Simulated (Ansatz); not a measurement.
An Ansatz (a quantum-chemistry and plane-wave program) input for bcc V (0 0 1) on rock-salt MgO (0 0 1) (film strained to the substrate, started from cuts of the bulks and a machine-learned relaxation; slabs Mg8O8 and V8, which can lie off the formulas):

Ansatz 0.2 input:
```yaml
crystal:
  lattice:
    - [3.007765, 0.0, 0.004085107]
    - [0.0, 3.007765, 0.052096058]
    - [0.041188207, -0.726793128, 30.531504842]
  atoms:
    - { symbol: Mg, position: [0.046001216, 0.070729684, 0.112032822] }
    - { symbol: Mg, position: [0.552931158, 0.562239236, 0.039900072] }
    - { symbol: Mg, position: [0.03945047, 0.089124934, 0.251362609] }
    - { symbol: Mg, position: [0.541248418, 0.57891965, 0.181350144] }
    - { symbol: Mg, position: [0.038903511, 0.106475928, 0.391374105] }
    - { symbol: Mg, position: [0.538887544, 0.598779973, 0.321398762] }
    - { symbol: Mg, position: [0.041422917, 0.109322879, 0.53204621] }
    - { symbol: Mg, position: [0.53891028, 0.609627215, 0.460393407] }
    - { symbol: O, position: [0.545943453, 0.570900904, 0.113020783] }
    - { symbol: O, position: [0.052536947, 0.062434858, 0.043798785] }
    - { symbol: O, position: [0.539396789, 0.589213054, 0.251509453] }
    - { symbol: O, position: [0.041488262, 0.07928245, 0.182027312] }
    - { symbol: O, position: [0.538858555, 0.606007156, 0.390829517] }
    - { symbol: O, position: [0.038720632, 0.09833589, 0.32154218] }
    - { symbol: O, position: [0.541437268, 0.609085108, 0.528434669] }
    - { symbol: O, position: [0.038729983, 0.109629326, 0.459671919] }
    - { symbol: V, position: [0.071551928, 1.07327997, 0.66344855] }
    - { symbol: V, position: [0.559275463, 0.597673643, 0.615385134] }
    - { symbol: V, position: [0.091007662, 1.039531713, 0.760828744] }
    - { symbol: V, position: [0.583507436, 0.55198449, 0.71214714] }
    - { symbol: V, position: [0.095322647, 0.034873858, 0.858344739] }
    - { symbol: V, position: [0.596275125, 0.53425589, 0.80963091] }
    - { symbol: V, position: [0.074688462, 0.040657774, 0.955605613] }
    - { symbol: V, position: [0.586836994, 0.537304493, 0.907124809] }
basis:
  ecutwfc: 420
  ecutrho_ratio: 4
  xc_grid: 2
kpoints:
  mp_grid: { grid: [10, 10, 1] }
hamiltonian:
  xc: pbe
  dispersion: none
  pseudopotentials: { kind: paw }
scf:
  n_extra_bands: 34
  occupations: { method: fermi_dirac, width: 0.05 }
output:
  forces: true
  stress: true
  eigenstates:
    kpoints:
      - [0, 0, 0]
      - [0.5, 0, 0]
      - [0, 0.5, 0]
      - [0.5, 0.5, 0]
    e_range: [-3.5, 3.5]
    localisation: true
relax:
  f_tol: 0.04
  max_steps: 70
  cell: { fix: [a, b, gamma], stress_tol: 0.3 }
```

Computed with PBE (plane waves to 420 eV, PAW; Ansatz). Scalar-relativistic, without spin–orbit coupling; the runs are not spin-polarised. Its k-point mesh 10×10×1, Fermi–Dirac width 0.05 eV.

Problem. Write the closing report of this run, without the band table and long remarks, to eight decimals at most.

Solution. 
```
SCF converged after 6 iterations
Free energy (F): -43250.840064 eV
Harris-Foulkes:  -43250.840064 eV  (|F-HF|=1.05e-9)
Internal energy: -43250.756806 eV  (E = F + TS)
E sigma→0 (E₀):  -43250.798435 eV
Entropy (-TS):   -0.083258 eV (-3.469 meV/atom)
Fermi energy:    13.424024 eV
--- Per-component energies (eV) ---
  E_band       = -3625.894452
  E_kinetic    = 4730.717661
  E_local      = -23786.836686  (includes V_loc(G=0)·N_el)
  E_nonlocal   = 778.573919
  E_hartree    = 9567.916841
  E_xc         = -1883.333284
  E_vxc        = -2399.001556  (∫ρ·V_xc dr)
  E_paw        = -12503.408795  (= ΣΔE_a)
  E_vpaw       = -2085.205018  (= ΣTr[D̂ρ^β])
  E_aug_tail   = 0.021901  (compensation charges beyond the density's cutoff)
  E_ewald      = -20154.408362
  E_smearing   = -0.083258  (= −TS)
  E_closure    = 0.000000  (closes the sum)
  Σ components = -43250.840064   (vs F -43250.840064, Δ=0.00e0)
--- Forces (eV/Å), atoms counted from 1 ---
  atom   1  Mg     0.00169948    -0.00075418     0.01156973
  atom   2  Mg    -0.00136123    -0.00003495     0.00582128
  atom   3  Mg     0.00109263    -0.00085534     0.00597730
  atom   4  Mg     0.00146675     0.00053450     0.01238749
  atom   5  Mg     0.00060276    -0.00259764    -0.00787735
  atom   6  Mg     0.00075896    -0.00242167     0.00061994
  atom   7  Mg     0.00056928     0.00064472    -0.00708805
  atom   8  Mg     0.00167956    -0.00255909    -0.00756479
  atom   9  O     -0.00038167     0.00044177    -0.01261182
  atom  10  O     -0.00094748     0.00205123     0.00120630
  atom  11  O      0.00062998    -0.00048404    -0.00199331
  atom  12  O     -0.00026307    -0.00066707    -0.01304330
  atom  13  O      0.00113510     0.00009933     0.00801840
  atom  14  O      0.00104744     0.00027200    -0.00470281
  atom  15  O      0.00179775    -0.00136500    -0.00833968
  atom  16  O      0.00028944    -0.00033465     0.01361974
  atom  17  V     -0.00135501     0.00104919    -0.00011626
  atom  18  V      0.00103896    -0.00257281     0.01578935
  atom  19  V     -0.00623730     0.00555950    -0.00229225
  atom  20  V     -0.00202819     0.00197505    -0.01156560
  atom  21  V      0.00103282     0.00024831     0.01312511
  atom  22  V     -0.00297765     0.00096009     0.00126890
  atom  23  V      0.00116656     0.00159606    -0.01050904
  atom  24  V     -0.00045601    -0.00078825    -0.00160007
  max |Σ_I F_I| component: 9.92e-5 eV/Å
--- Stress (GPa, compression-positive) ---
        1.014609      -0.000463      -0.008914
       -0.000463       0.980871       0.035720
       -0.008914       0.035720      -0.218048
  P = ⅓ Tr σ = 0.5925 GPa (5.925 kbar)
--- Relaxed structure (6 steps of the walk, 5 accepted, 1 SCFs on fresh bases) ---
  F+E_penalty+E_count = -43250.84006444 eV   max|allowed force component| = 1.579e-2 eV/Å   (the final SCF, on the basis selected at the relaxed cell)
  cell:  # Å, volume = 264.4727 Å³
    - [3.00776776, 7.21145128e-5, 0.00026001]
    - [-6.65426531e-6, 3.00759126, 0.06131134]
    - [0.00411911, -0.61055317, 29.22353719]
  atoms:
    - { symbol: Mg, position: [0.05476343, 0.07724645, 0.10404063] }
    - { symbol: Mg, position: [0.55549265, 0.57646758, 0.02983664] }
    - { symbol: Mg, position: [0.05394793, 0.07863246, 0.24954293] }
    - { symbol: Mg, position: [0.55429802, 0.57790021, 0.17667022] }
    - { symbol: Mg, position: [0.05369262, 0.07965241, 0.39524401] }
    - { symbol: Mg, position: [0.55374507, 0.57926105, 0.32236988] }
    - { symbol: Mg, position: [0.05415770, 0.07954656, 0.54209867] }
    - { symbol: Mg, position: [0.55375210, 0.57980730, 0.46787605] }
    - { symbol: O, position: [0.55484496, 0.57721541, 0.10375418] }
    - { symbol: O, position: [0.05542796, 0.07644895, 0.03180701] }
    - { symbol: O, position: [0.55397225, 0.57861882, 0.24954797] }
    - { symbol: O, position: [0.05436195, 0.07795473, 0.17676930] }
    - { symbol: O, position: [0.55368392, 0.57953695, 0.39517904] }
    - { symbol: O, position: [0.05374337, 0.07916390, 0.32240284] }
    - { symbol: O, position: [0.55406009, 0.57965746, 0.54015527] }
    - { symbol: O, position: [0.05380832, 0.07970330, 0.46818796] }
    - { symbol: V, position: [0.05696440, 1.07724864, 0.65582366] }
    - { symbol: V, position: [0.55488315, 0.57916761, 0.61248611] }
    - { symbol: V, position: [0.06114931, 1.07325327, 0.76114471] }
    - { symbol: V, position: [0.55931427, 0.57510884, 0.70905094] }
    - { symbol: V, position: [0.05905668, 0.07402140, 0.86287782] }
    - { symbol: V, position: [0.56089559, 0.57309957, 0.81079255] }
    - { symbol: V, position: [0.05600377, 0.07582337, 0.95943520] }
    - { symbol: V, position: [0.55731360, 0.57513384, 0.91611482] }
```

Cost: roughly 21 core-minutes.
